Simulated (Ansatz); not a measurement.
Consider the following.

```
CELL_PARAMETERS angstrom
      0.00000     1.93885     1.88069
      1.93885     0.00000     1.88069
      1.93885     1.93885     0.00000
ATOMIC_POSITIONS crystal
  Pd 0.00000 0.00000 0.00000
```

No spin polarisation.

Method: PBEsol in Ansatz (plane waves to 420 eV, PAW, no spin-orbit coupling). Settings: 29×29×29 k-points, 0.1 eV Fermi–Dirac smearing.

Predict the pressure and band gap.

Pressure (mean of the normal stresses, compression positive): 6.8 GPa
Band gap: zero

The cells carry an imposed strain or load. No phonon test of stability was made. All final runs are without spin polarisation. The cell was made from Pd in the fcc (Cu type) structure (space group Fm-3m, No. 225) by this change: uniaxial strain ε_zz = −3.00 %.

Ansatz is a program for electronic structure.
